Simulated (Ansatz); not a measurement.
Here is the system:

```
MoS2
1.0
    3.01372     0.00000     0.00000
    1.50686     2.60996     0.00000
    1.50686    -0.86999     5.89688
Mo S
1 2
Direct
  0.99992   0.00004   0.00012
  0.48616   0.75692   0.27076
  0.84732   0.57634   0.72902
```

No spin polarisation.

All numbers come from Ansatz (a first-principles code), PBEsol-D3(BJ), PAW, cutoff 420 eV, no spin-orbit coupling. k-mesh 12×12×12 (Γ-centred); smearing 0.05 eV (Fermi–Dirac).

Q: Predict the hole mass, width of the top valence band and in-plane stress.

A: The hole mass comes out as 0.86 mₑ along k, 0.77 mₑ across (at T) and the width of the top valence band is 1.78 eV. The mean in-plane stress (compression positive) is +11.2 GPa.

The levels and masses belong to the bands next to the band gap. The cells carry an imposed strain or load. Masses are band curvatures over ±0.01 Å⁻¹ around the edge. Along k means along the line from Γ to the band edge. Whether these cells are dynamically stable was not tested. The cell was made from MoS$_{2}$ in the 3R-MoS2 type structure (space group R3m, No. 160; layered, stacked along the Cartesian z axis) by this change: biaxial strain −3.27 %, plane normal [001], relaxed out of plane.
